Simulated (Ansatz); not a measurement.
For BN (model structure, started from the rocksalt type, Fm-3m, No. 225, 2 atoms in the cell), LDA (Ansatz, an electronic-structure program, PAW) gives:

```
Property                    Value
-------------------  ------------
lattice parameter a       3.459 Å
cohesive energy      6.34 eV/atom
band gap                  1.58 eV
```

Q: What does r²SCAN+rVV10 in Ansatz (plane waves, PAW) give for the same quantities?

A: 
- lattice constant a: 3.489 Å (increases by 0.9 %)
- cohesive energy: 5.07 eV/atom (decreases by 1.27 eV/atom)
- band gap: 1.35 eV (shrinks by 0.23 eV)

Changes are worked out from the printed values.

Unless a cell is named, each level is at its own relaxed cell (LDA 5.17, r²SCAN+rVV10 5.31 Å³/atom).

Density-functional gaps are differences of (generalised) Kohn–Sham levels.

Ansatz's density-functional and Hartree–Fock values are scalar-relativistic unless marked +SOC, with PAW data made under PBE.

A model structure was made by putting elements into a prototype or built by hand; it is no filed structure, need not be a known phase, and can be a saddle point held by its symmetry.
